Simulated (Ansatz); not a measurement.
The reference is MoTe2 in the 2H-MoS2 type structure (space group P6_3/mmc, No. 194; a = 3.497 Å, c = 13.696 Å; layered, stacked along the Cartesian z axis).

Level of theory: PBE-D3(BJ), PAW, 420 eV (Ansatz, a first-principles code; scalar-relativistic without spin-orbit coupling).

Before the change:

- Band gap: 0.60 eV
- Density: 8.04 g/cm³
- Shortest interatomic distance: 2.716 Å

Modification: cell and atoms relaxed at a pressure of 7.5 GPa.

How does this affect the band gap?

The band gap changes from 0.60 eV to zero.

What happens to the density?

The density goes up by 0.93 g/cm³ (8.04 g/cm³ → 8.97 g/cm³).

What does the calculation give for the shortest interatomic distance after the change?

The shortest interatomic distance drops by 0.035 Å to 2.681 Å.

Spin-orbit coupling, missing from the scalar runs, can matter with Te. Load acts through the strain it causes; cell and atoms are relaxed under it. No phonon test of stability was made. Competing high-pressure phases were not computed. All final runs are without spin polarisation. Gaps under 0.05 eV, about the width of the smearing, are given as zero. The D3 term's C6 switches between coordination references near this geometry, which can add small steps to energies. A zero or small gap of MoTe2 under pressure 7.5 GPa can be the functional's error rather than a property of the material.
